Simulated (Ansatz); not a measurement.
**Point defect N on the C site + N on the C site (second shell) in 4H silicon carbide**

Computed with PBE, PAW (plane waves to 420 eV; Ansatz, a quantum-chemistry and plane-wave program). Cell: 96 sites, 3×2×1 repeats of a cell of 16 atoms; final energies on a 2×2×2 shifted mesh. Sites at the start: the C(k) site; C(k) 3.09 Å away. Energies of charged states are corrected for periodic images (point charge plus alignment at distant sites). Dielectric constants: PBE linear response of the host. Host gap at this level: 2.23 eV. A cell of this size leaves errors of a few tenths of an eV. The semilocal functional narrows the gap, so deep levels can fall outside it. Spin–orbit coupling is left out. Each state is the lowest found from its start.

Formation energies E_f are given with the Fermi level at the valence-band maximum. Chemical conditions: C-rich (Δμ(C) = 0.00 eV, Δμ(N) = -1.55 eV, bounded by beta Si3N4; only phases computed here count, gases as isolated molecules at 0 K); Si-rich (Δμ(C) = -0.41 eV, Δμ(N) = -1.86 eV, bounded by beta Si3N4; only phases computed here count, gases as isolated molecules at 0 K). Reference phases: C: graphite, N: N2 molecule in a box.

The name describes the start; the neighbours show where the atoms ended.

Charges with a result: +2, +1, 0. Others weren't obtained, and one of them could lie lower, also by skipping a charge.

```tsv
charge	moment (μB)	largest move off a lattice site (Å)	neighbours of the last N atom of the defect at the end (Å)	image correction with alignment (eV)	E_f, C-rich (eV)	E_f, Si-rich (eV)
+2	not spin-polarised	0.04	Si 1.89, Si 1.93, Si 1.93, Si 1.95	0.72	-0.45	-0.65
+1*	quenched	0.04	Si 1.90, Si 1.93, Si 1.93, Si 1.95	–	–	–
0*	not spin-polarised	0.04	Si 1.89, Si 1.92, Si 1.93, Si 1.95	–	–	–
```

* At this level the carrier isn't localised at the defect: at charge +1 electrons occupy the conduction band; at charge 0 electrons occupy the conduction band. Such a state is shallow or no state of the defect, and this cell gives it no level.

Starting moments that weren't kept: charge +1 began with 1 μB and ended with 0.0.

Flagged in the runs: a host whose relaxation on this sampling wasn't shown to rest.

All states together cost very roughly 2.1 core-hours.
